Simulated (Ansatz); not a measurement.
Interstitial N in beta Si3N4, relaxed from 2 sites or starts (split with N(2,3-fold); split with N(1,3-fold)); at each charge the lowest end counts.

Computed with PBE, PAW (plane waves to 420 eV; Ansatz, an electronic-structure program). Details: 84-site cell; 2×2×2 shifted k-points; host gap 4.25 eV; charged states image-corrected; energies good to tenths of an eV; flagged in the runs: for some of the defects a doubtful potential alignment, a host whose relaxation on this sampling wasn't shown to rest.

| charge | neighbours at the lowest end (Å) | corrected energy + q E_VBM, against the first (eV) |
|---|---|---|
| +1 | N 1.25, Si 1.78, Si 1.85, N 2.46 | 0.00 |
| 0 | N 1.32, Si 1.69, Si 1.83, N 2.41 | 0.53 |
| −1 | N 1.60, Si 1.72, Si 1.85, Si 1.92, N 2.58 | 1.80 |

Charges from +1 to −1 were run. The lines E(q) + q E_F give the stable charge, which changes above the valence-band maximum at (+1/0) at 0.53 eV; (0/−1) at 1.28 eV.
